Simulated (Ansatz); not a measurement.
Take ZnCu in the CsCl type structure (space group Pm-3m, No. 221; a = 2.9188 Å) as the base.

Computed with Ansatz (an electronic-structure program), r2SCAN, PAW, cutoff 500 eV, without spin-orbit coupling.

Before the change:

| Quantity | Value |
|---|---|
| Lattice parameter a | 2.919 Å |

Now apply this change: cell and atoms relaxed at a pressure of 50 GPa.

Problem. What happens to the lattice parameter a?

Solution. The lattice parameter a decreases by 0.2044 Å (2.919 Å → 2.714 Å).

Load acts through the strain it causes; cell and atoms are relaxed under it. Whether these cells are dynamically stable was not tested. Competing high-pressure phases were not computed. All final runs are without spin polarisation.
